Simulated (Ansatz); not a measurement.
Base system: CdSe in the zinc blende structure (space group F-43m, No. 216; a = 6.196 Å).

Calculations: Ansatz (a program for electronic structure) PBE, spin-orbit coupling left out.

For the base:

```
Item                                    Result
-----------------------------  ---------------
Electron mass                  0.052 mₑ (at Γ)
Width of the top valence band          1.98 eV
```

Now apply this change: the cell is scaled by 1.0100 in all directions; the atoms relax in the strained cell.

### Question
What happens to the energy relative to the base, electron mass, mean gap deformation potential ΔEg/Δln V and width of the top valence band?

### Answer
The energy increases by 3.7 meV/atom; the electron mass goes from 0.052 mₑ (at Γ) to 0.047 mₑ (at Γ); the mean gap deformation potential ΔEg/Δln V comes out as -2.1 eV; the width of the top valence band falls by 0.113 eV, from 1.98 eV to 1.86 eV.

Effective masses come from finite differences of ±0.01 Å⁻¹. Gaps are read on the SCF mesh and a high-symmetry path. No phonon test of stability was made.
